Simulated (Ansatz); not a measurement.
Start from CsPbBr$_{3}$ in the cubic perovskite structure (space group Pm-3m, No. 221; a = 6.003 Å).

Calculations: PBE, PAW, 420 eV (Ansatz, a first-principles code; no SOC).

Base values:

```
Property             Value
-------------  -----------
Gap character  direct at R
```

The change: every lattice vector is stretched by 0.60 %, atoms relaxed at fixed cell.

Problem. Estimate the effect on the gap character, mean gap deformation potential ΔEg/Δln V and energy relative to the base.

Solution. The gap character stays direct at R; the mean gap deformation potential ΔEg/Δln V amounts to +3.3 eV; the energy grows by 0.8 meV/atom.

Spin-orbit coupling, missing from the scalar runs, can matter with Pb. The cells carry an imposed strain or load. No phonon test of stability was made. Many cubic perovskites are stable only at high temperature; tilts and polar distortions were not tested. This is not the structure that CsPbBr3 has at room temperature and ambient pressure.
